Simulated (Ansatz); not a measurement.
The starting structures come from a database of crystals and need not be the phases stable at ambient conditions.

By PBEsol, the system below comes out a metal.

Input:

```
CELL_PARAMETERS angstrom
      3.15419     0.00000     0.00000
     -0.43465     4.28229     0.00000
     -0.21732     2.14114     2.30591
ATOMIC_POSITIONS crystal
  Te 0.50000 0.50000 0.00000
```

Space group of this cell: R-3m. The cell is taken as given.

The current flows along the normal of the first two printed cell vectors, the (110) plane of the conventional cell. No spin-orbit coupling; the value is a mean over 0.1 eV about the Fermi level.

### Question
Estimate the ballistic conductance per area that PBEsol run with Ansatz (a quantum-chemistry and plane-wave program) returns for this system.

### Answer
1.2 × 10¹⁵ S/m² for both spins.
